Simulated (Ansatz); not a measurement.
Start from HfO2 (space group P2_1/c, No. 14).

```
HfO2
1.0
    5.11406     0.00000     0.00000
    0.00000     5.18158     0.00000
   -0.87114     0.00000     5.22313
Hf O
4 8
Direct
  0.27621   0.04185   0.20822
  0.72379   0.54185   0.29178
  0.72379   0.95815   0.79178
  0.27621   0.45815   0.70822
  0.07006   0.33377   0.34402
  0.92994   0.83377   0.15598
  0.92994   0.66623   0.65598
  0.07006   0.16623   0.84402
  0.44796   0.75767   0.47851
  0.55204   0.25767   0.02149
  0.55204   0.24233   0.52149
  0.44796   0.74233   0.97851
```

Cartesian axes are those of the cell as printed.

Computed with Kohn–Sham DFT with the r2SCAN functional, run in Ansatz (a program for electronic structure) with PAW and 500 eV plane waves, spin-orbit coupling left out.

Before the change:

- Volume per atom = 11.53 Å³
- Valence-band top at Γ = 0.00, -0.21, -0.52 eV

The change: biaxial strain −0.62 %, plane normal [001], relaxed out of plane (Cartesian); in-plane vectors clamped, the third vector and the atoms free.

Question: What does the calculation give for the energy relative to the base, volume per atom and valence-band top at Γ after the change?

Answer: The energy goes up by 1.2 meV/atom; the volume per atom drops by 0.07 Å³ to 11.46 Å³; the valence-band top at Γ (three highest levels, from the VBM) goes from 0.00, -0.21, -0.52 eV to 0.00, -0.18, -0.49 eV.

Spin-orbit coupling, missing from the scalar runs, can matter with Hf. The levels and masses belong to the bands next to the band gap. Stability against distortions was not tested.
